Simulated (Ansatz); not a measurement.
The reference is Sb (space group R-3m, No. 166; a = 4.3263 Å, c = 11.3390 Å (hexagonal axes); layered; relaxed with 0.1 eV smearing).

Level of theory: r2SCAN+rVV10 in Ansatz (plane waves to 500 eV, PAW, no spin-orbit coupling).

For the base:

- Pressure: 0.0 GPa

It is then changed as follows: the cell is scaled by 1.0283 in all directions, atoms relaxed at fixed cell.

**Question.** Estimate the effect on the largest internal atomic displacement and pressure.

**Answer.** The largest internal atomic displacement amounts to 0.044 Å; the pressure (mean of the normal stresses, compression positive) goes from zero to -3.0 GPa.

The cells carry an imposed strain or load. Stability against distortions was not tested.

Ansatz is a first-principles code.
